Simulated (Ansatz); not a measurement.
**Nb, response to strain**

The parent structure is Nb in the bcc (W type) structure (space group Im-3m, No. 229; a = 3.273 Å; relaxed with 0.1 eV smearing). Axes: x, y, z lie along the cube axes.

Strains are applied to the cell and any free atomic positions relax; under biaxial strain the out-of-plane vector relaxes too.

The values are results of plane-wave PAW DFT at the PBEsol level (Ansatz, an electronic-structure program, 420 eV), no SOC, not measurements.

Candidates:
(a) biaxial strain −3.00 %, plane normal [001], relaxed out of plane
(b) biaxial strain +2.50 %, plane normal [001], relaxed out of plane
(c) biaxial strain +2.00 %, plane normal [001], relaxed out of plane
(d) biaxial strain +3.00 %, plane normal [001], relaxed out of plane

Notes on the quantities. energy relative to the base: free energy F.

Question: Order them by energy relative to the base, highest first.

Answer: (a) biaxial strain −3.00 %, plane normal [001], relaxed out of plane (+28 meV/atom), (d) biaxial strain +3.00 %, plane normal [001], relaxed out of plane (+22 meV/atom), (b) biaxial strain +2.50 %, plane normal [001], relaxed out of plane (+15 meV/atom), (c) biaxial strain +2.00 %, plane normal [001], relaxed out of plane (+10 meV/atom)

Whether these cells are dynamically stable was not tested. All final runs are without spin polarisation.
